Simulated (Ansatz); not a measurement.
An Ansatz (a quantum-chemistry and plane-wave program) input (PBE (Ansatz; PAW; 420 eV plane waves; scalar-relativistic without spin-orbit coupling)):

Ansatz 0.2 input:
```yaml
crystal:
  lattice:
    - [0, 3.4329241073, 3.4329241073]
    - [3.4329241073, 0, 3.4329241073]
    - [3.4329241073, 3.4329241073, 0]
  atoms:
    - { symbol: Br, position: [0.75, 0.75, 0.75] }
    - { symbol: Cd, position: [0, 0, 0] }
basis: { ecutwfc: 420, ecutrho_ratio: 4, xc_grid: 2, fft_grid_basis: typed }
kpoints: { mp_grid: { grid: [12, 12, 12] } }
hamiltonian:
  xc: pbe
  dispersion: none
  pseudopotentials: { kind: paw }
scf: { occupations: { method: fermi_dirac, width: 0.05 }, convergence: { dr2_threshold: 0.0000000002 } }
output: { forces: true, stress: true }
checkpoint: { write: state.ck, write_every: 1000 }
```

Problem. Which symmetry and how many k-points will the program report, and about how many plane waves at Γ?

Solution. Space group F-43m (ITA 216) with 24 operations, k-points 72 of 1728, and 1591 plane waves at Γ.

No phonon test of stability was made. All final runs are without spin polarisation. An odd electron count without spin: CdBr. The cell was made from CdSe by this change: Se → Br; the result is a hypothetical phase, not in the database extracts checked.
